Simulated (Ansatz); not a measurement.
We look at the formation energy of Ag_i in Sn (white tin, I4₁/amd). Reaction: 64 Sn (white tin) + Ag (fcc) → cell A.

Cell A: a supercell of 64 sites of Sn (white tin, I4₁/amd) with Ag off the lattice sites (7 Sn at 2.77–3.18 Å); spin state with PBE: run without spin, k-point mesh 3×3×3.
```
CELL_PARAMETERS angstrom
     11.89545     0.00000     0.00000
      0.00000    11.89545     0.00000
      0.00000     0.00000    12.86168
ATOMIC_POSITIONS crystal
  Sn 0.25039 0.00028 0.06321
  Sn 0.00050 0.99881 0.99781
  Sn 0.00148 0.24881 0.18696
  Sn 0.24911 0.24853 0.12702
  Sn 0.24910 0.99937 0.31285
  Sn 0.00059 0.00099 0.24716
  Sn 0.99843 0.25202 0.43581
  Sn 0.25090 0.25025 0.37626
  Sn 0.24812 0.00163 0.56318
  Sn 0.00038 0.00140 0.49725
  Sn 0.00028 0.24938 0.68667
  Sn 0.24965 0.24971 0.62752
  Sn 0.24780 0.00266 0.81291
  Sn 0.00017 0.00042 0.74678
  Sn 0.99848 0.25145 0.93811
  Sn 0.24965 0.25116 0.87732
  Sn 0.26626 0.49695 0.07335
  Sn 0.02117 0.50267 0.99536
  Sn 0.00548 0.74928 0.19941
  Sn 0.23766 0.74740 0.11010
  Sn 0.22978 0.50244 0.32073
  Sn 0.99074 0.49795 0.23984
  Sn 0.99680 0.75051 0.44059
  Sn 0.25428 0.75091 0.37356
  Sn 0.25036 0.49838 0.56953
  Sn 0.00102 0.49987 0.49962
  Sn 0.00028 0.75031 0.68880
  Sn 0.24973 0.75103 0.61925
  Sn 0.24834 0.50033 0.81809
  Sn 0.99905 0.49876 0.74664
  Sn 0.99682 0.75068 0.93278
  Sn 0.25363 0.75265 0.86765
  Sn 0.74786 0.01845 0.05162
  Sn 0.49885 0.99351 0.00407
  Sn 0.50029 0.24749 0.17681
  Sn 0.75162 0.25534 0.13443
  Sn 0.75213 0.98468 0.30172
  Sn 0.50193 0.01424 0.26408
  Sn 0.49885 0.25250 0.44198
  Sn 0.74752 0.23189 0.37852
  Sn 0.75025 0.00080 0.55435
  Sn 0.49750 0.99764 0.50791
  Sn 0.49954 0.24940 0.68652
  Sn 0.75052 0.25020 0.62665
  Sn 0.75158 0.99958 0.80376
  Sn 0.49856 0.99997 0.75712
  Sn 0.50055 0.24829 0.93471
  Sn 0.75075 0.24975 0.87323
  Sn 0.77225 0.48530 0.04545
  Sn 0.50693 0.49841 0.00194
  Sn 0.46974 0.77833 0.19130
  Sn 0.78015 0.77474 0.10401
  Sn 0.75825 0.48130 0.32499
  Sn 0.47552 0.47302 0.27204
  Sn 0.50143 0.75155 0.44000
  Sn 0.74769 0.74155 0.36881
  Sn 0.75056 0.49991 0.56334
  Sn 0.49932 0.50421 0.50966
  Sn 0.49953 0.75035 0.68885
  Sn 0.75194 0.75206 0.61830
  Sn 0.74938 0.50081 0.80852
  Sn 0.49728 0.49786 0.75544
  Sn 0.49949 0.74742 0.93864
  Sn 0.74564 0.75138 0.86486
  Ag 0.63327 0.61328 0.17931
```

Reference: Sn (white tin, I4₁/amd), 64 atoms in the cell, the relaxed perfect crystal repeated, atoms not moved again, k-point mesh 3×3×3 on the run's own vectors.

Reference: Ag (fcc, Fm-3m), 1 atom in the cell, k-point mesh 26×26×26 on the run's own vectors. Conventional cell: a = 4.1485 Å, b = 4.1485 Å, c = 4.1485 Å, α = 90.00°, β = 90.00°, γ = 90.00°.

Computed with Ansatz (plane waves, PAW), its PAW set soft_1, cutoff 500 eV. The structures are at rest with PBE, within the held lattices; other levels are single points on them. Neutral cells; Fermi-Dirac smearing of at most 0.10 eV in the solids, energies taken to zero width. The lattices are those relaxed with PBE, so at other levels the solids can be strained. Larger cells are relaxed from a start prepared with the learned potential CHGNet, on a coarser mesh till forces fall under 0.03 eV/Å, which some starts already meet. A dispersion term (D3(BJ), or D4 for r2SCAN) was computed beside these levels and is taken off wherever the name lacks it. Space groups of crystals are read within 0.01 Å. No zero-point or thermal terms. No structure search was made; lower ones may exist. Spin-orbit coupling is left out. Values are for these cell sizes. Mesh and cell size may move defect energies by 0.1 eV or more.

Question: What is the computed value (r2SCAN)?

Answer: 0.57 eV, for 64 Sn (white tin) + Ag (fcc) → cell A.

Ansatz is a quantum-chemistry and plane-wave program.
